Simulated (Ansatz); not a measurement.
The parent structure is Al in the fcc (Cu type) structure (space group Fm-3m, No. 225; relaxed with 0.1 eV smearing).

```yaml
crystal:
  lattice:
    - [0.00000, 1.99618, 1.99618]
    - [1.99618, 0.00000, 1.99618]
    - [1.99618, 1.99618, 0.00000]
  atoms:
    - { symbol: Al, position: [0.00000, 0.00000, 0.00000] }
```

Cartesian axes are those of the cell as printed.

All numbers come from DFT with r2SCAN, PAW potentials and a 500 eV plane-wave cutoff in Ansatz (a quantum-chemistry and plane-wave program), spin-orbit coupling left out, earlier PAW set.

The change: the cell is stretched by 3.15 % along y with no lateral relaxation, atoms relaxed at fixed cell.

Estimate the effect on the energy relative to the base and stress.

The energy rises by 6.1 meV/atom; the stress (xx, yy, zz, yz, xz, xy; compression positive) is (-2.0, -3.8, -2.0, 0.0, 0.0, 0.0) GPa.

The cells carry an imposed strain or load. Stability against distortions was not tested.
